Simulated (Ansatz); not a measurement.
We consider BAs (model structure, started from the CdTe type, P6₄22, No. 181, 6 atoms in the cell), described by PBE+SOC in Ansatz (plane waves, PAW).

Settings: plane-wave cutoff 520 eV, 18×18×8 k mesh (along the axes of the cell as run), Fermi–Dirac smearing 0.05 eV, PAW data made under PBE.

Cell (relaxed with PBEsol):

```xyz
6
Lattice="3.4290 0.0000 0.0000 -1.7145 2.9696 0.0000 0.0000 0.0000 7.4032" Properties=species:S:1:pos:R:3 pbc="T T T"
B     -0.8572     1.4848     4.9354
B      0.8572     1.4848     0.0000
B      1.7145     0.0000     2.4677
As    -0.8572     1.4848     1.2339
As     0.8572     1.4848     3.7016
As     1.7145     0.0000     6.1693
```

**Question.** Estimate the band gap that the calculation returns.

**Answer.** 
- band gap: 0.39 eV (on the SCF k mesh)

Note: the relaxation could raise the start's symmetry but not lower it, so the cell can be a saddle point; cell and atoms aren't relaxed at this level (pressure 4.0 GPa).

Cost on a shared machine: very roughly 4 core-minutes.

A model structure was made by putting elements into a prototype or built by hand; it is no filed structure, need not be a known phase, and can be a saddle point held by its symmetry.

Ansatz is an electronic-structure program.
